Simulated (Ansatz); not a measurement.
Base system: WC (space group P-6m2, No. 187; a = 2.899 Å, c = 2.828 Å).

Levels (all Ansatz, a program for electronic structure, PAW, earlier PAW set): PBEsol (420 eV, no spin-orbit coupling); PBEsol+SOC (420 eV, with spin-orbit coupling).

The geometry is relaxed with PBEsol.

| Quantity | Value |
|---|---|
| PBEsol pressure | 0.0 GPa |

**Question.** How does going to PBEsol+SOC change the pressure?

**Answer.** The pressure goes from zero to -0.3 GPa.

Single points use the geometry relaxed with PBEsol. The spin-orbit shifts are approximate. Whether these cells are dynamically stable was not tested. The runs without spin-orbit coupling are not spin-polarised.
